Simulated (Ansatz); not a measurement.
Cubic perovskite KMgF3 was calculated with HSE06 (Ansatz, a first-principles code, PAW).

Settings: plane-wave cutoff 520 eV, 6×6×6 k mesh, scalar-relativistic PAW data made under PBE.

Cell (relaxed at this level):

Space group Pm-3m (No. 221); a = b = c = 4.005 Å, α = β = γ = 90.00°

| atom | site | symmetry | x | y | z |
|---|---|---|---|---|---|
| K | 1a | m-3m | 0.0000 | 0.0000 | 0.0000 |
| Mg | 1b | m-3m | 0.5000 | 0.5000 | 0.5000 |
| F | 3c | 4/mm.m | 0.0000 | 0.5000 | 0.5000 |

Q: What does this level give for the elastic constant C12, Young modulus, elastic constant C11 and elastic constant C44?

A: 
* **elastic constant C12**: 42.0 GPa
* **Young modulus**: 117 GPa
* **elastic constant C11**: 135 GPa
* **elastic constant C44**: 48.2 GPa

Measured, for comparison: elastic constant C12 43.6 ± 0.2 GPa (temperature not stated, no zero-point or thermal correction, our sources range from 39.6 to 43.6; as tabulated in Vaitheeswaran et al. (2007), arXiv:cond-mat/0703621); elastic constant C11 138 ± 0.2 GPa (temperature not stated, no zero-point or thermal correction, our sources range from 132 to 138; as tabulated in Vaitheeswaran et al. (2007), arXiv:cond-mat/0703621); elastic constant C44 49.8 ± 0.08 GPa (temperature not stated, no zero-point or thermal correction, our sources range from 48.5 to 49.8; as tabulated in Vaitheeswaran et al. (2007), arXiv:cond-mat/0703621). Computed (rounded) less measured: elastic constant C12 -4 % (inside the range of the sources held), elastic constant C11 -2 % (inside the range of the sources held), elastic constant C44 -3 % (-0.6 % to -3 % over the range).

Elastic constants are with the ions relaxed.

Computed values are for the static lattice.

It cost roughly 40 core-minutes of CPU time.
